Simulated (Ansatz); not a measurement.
An Ansatz (a program for electronic structure) input (plane-wave PAW DFT at the PBE level (Ansatz, 420 eV), no SOC):

Ansatz 0.2 input:
```yaml
crystal:
  lattice:
    - [0, 2.6753823412, 2.6753823412]
    - [2.6753823412, 0, 2.6753823412]
    - [2.6753823412, 2.6753823412, 0]
  atoms:
    - { symbol: Sr, position: [0, 0, 0] }
    - { symbol: O, position: [0.5, 0.5, 0.5] }
basis: { ecutwfc: 420, ecutrho_ratio: 4, xc_grid: 2, fft_grid_basis: typed }
kpoints: { mp_grid: { grid: [11, 11, 11] } }
hamiltonian:
  xc: pbe
  dispersion: none
  pseudopotentials: { kind: paw }
scf: { occupations: { method: fermi_dirac, width: 0.05 }, convergence: { dr2_threshold: 0.0000000002 } }
relax: { f_tol: 0.005, max_steps: 50 }
output: { forces: true, stress: true }
checkpoint: { write: state.ck, write_every: 1000 }
```

**Question.** Which symmetry and how many k-points will the program report, and about how many plane waves at Γ?

**Answer.** Space group Fm-3m (ITA 225) with 48 operations, k-points 56 of 1331, and 725 plane waves at Γ.

**Question.** And the final pressure?

**Answer.** -6.15 GPa (compression positive).

The cells carry an imposed strain or load. No phonon test of stability was made. The cell was made from SrO in the rock salt structure (space group Fm-3m, No. 225) by this change: isotropic strain +3.00 %.
